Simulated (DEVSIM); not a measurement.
Device: Schottky contact on n-type Ge, at 250 K.

```
layer (left to right)  material  thickness (μm)  Nd (cm⁻³)   τn (s)   τp (s)
---------------------  --------  --------------  ---------  -------  -------
1                            Ge           0.420     7.7e16  0.00041  0.00041
2                            Ge           0.600     1.3e18  0.00041  0.00041
```

Left contact: Schottky, work function 4.41 eV, emission velocity 2.8e6 cm/s. Right contact: ohmic. Voltage is applied to the left contact. Recombination: SRH at mid-gap, radiative, Auger. Mobility is constant in doping. Where it depends on doping, it is μmin + (μ − μmin)/(1 + (N/Nref)^α).

The device is made up for the run: typed textbook-type constants, with dimensions and the other settings drawn at random. Values at 300 K; Nc and Nv go as T^1.5, mobilities as T to minus their exponent, the gap by Varshni's rule with the affinity fixed. The table also holds parameters that only a changed run uses.

| parameter | Ge |
|---|---|
| gap (eV) | 0.664 |
| affinity (eV) | 4 |
| permittivity | 16 |
| Nc (cm⁻³) | 1.04e19 |
| Nv (cm⁻³) | 6e18 |
| μn (cm²/Vs) | 3900 |
| μp (cm²/Vs) | 1900 |
| μn,min | 150 |
| μp,min | 100 |
| Nref,n | 2.6e17 |
| Nref,p | 4e17 |
| αn | 0.56 |
| αp | 0.6 |
| T exponent of μn | 1.66 |
| T exponent of μp | 2.33 |
| B (cm³/s) | 6.4e-14 |
| Cn (cm⁶/s) | 1e-31 |
| Cp (cm⁶/s) | 1e-31 |
| Varshni α (eV/K) | 0.000477 |
| Varshni β (K) | 235 |

Simulated with DEVSIM: 1D drift-diffusion, Boltzmann statistics, complete ionisation; no tunnelling, impact ionisation, image-force lowering or self-heating. Metal contacts follow the ideal Schottky-Mott rule: no Fermi-level pinning, no interface dipoles.

Base results: potential step across the device at zero bias (V) 0.371; dark forward voltage at 100 A/cm² (V) 0.185.

Task: What follows from this one change: metal work function 4.41 → 4.56 eV?

Result: potential step across the device at zero bias 0.371 → 0.521 V; dark forward voltage at 100 A/cm² 0.185 → 0.335 V.

Task: What follows from this one change: temperature 250 → 350 K?

Result: potential step across the device at zero bias 0.371 → 0.340 V; dark forward voltage at 100 A/cm² 0.185 → 0.083 V.
